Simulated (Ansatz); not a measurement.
System: C (model structure, Pnma, No. 62, 16 atoms in the cell). Method: LDA (Ansatz, an electronic-structure program, plane waves, PAW).

Numerical settings: plane-wave cutoff 520 eV, 4×14×8 k mesh (along the axes of the cell as run), Fermi–Dirac smearing 0.01 eV, scalar-relativistic PAW data made under PBE.

Cell (relaxed at this level):

```xyz
16
Lattice="8.9751 0.0000 0.0000 0.0000 2.4951 0.0000 0.0000 0.0000 4.1112" Properties=species:S:1:pos:R:3 pbc="T T T"
C      7.2742     0.6238     2.8739
C      4.3015     0.6238     3.7352
C      6.2392     0.6238     1.7451
C      0.3297     0.6238     3.8298
C      6.1884     1.8713     0.8183
C      0.1860     1.8713     1.6797
C      7.2234     1.8713     3.8007
C      4.1578     1.8713     1.7742
C      1.7008     1.8713     1.2373
C      4.6735     1.8713     0.3759
C      2.7359     1.8713     2.3661
C      8.6454     1.8713     0.2813
C      2.7867     0.6238     3.2929
C      8.7891     0.6238     2.4315
C      1.7517     0.6238     0.3105
C      4.8172     0.6238     2.3369
```

### Question
What does this level give for the band gap?

### Answer

band gap: 4.34 eV (on the SCF k mesh)

Note: the relaxation could raise the start's symmetry but not lower it, so the cell can be a saddle point.

A model structure was made by putting elements into a prototype or built by hand; it is no filed structure, need not be a known phase, and can be a saddle point held by its symmetry.
